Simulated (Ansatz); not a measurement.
The reference is BaZrO3 in the cubic perovskite structure (space group Pm-3m, No. 221; a = 4.181 Å). Axes: x, y, z lie along the cube axes.

The values are results of PBEsol (Ansatz, an electronic-structure program; PAW; 420 eV plane waves; spin-orbit coupling left out), not measurements.

It is then changed as follows: biaxial strain +2.40 %, plane normal [001], relaxed out of plane (Cartesian); in-plane vectors clamped, the third vector and the atoms free.

Question: What does the calculation give for the ratio −ε⊥/ε∥ after the change?

Answer: The ratio −ε⊥/ε∥ is 0.47.

Question: What does the calculation give for the energy relative to the base after the change?

Answer: The energy grows by 18 meV/atom.

Stability against distortions was not tested.
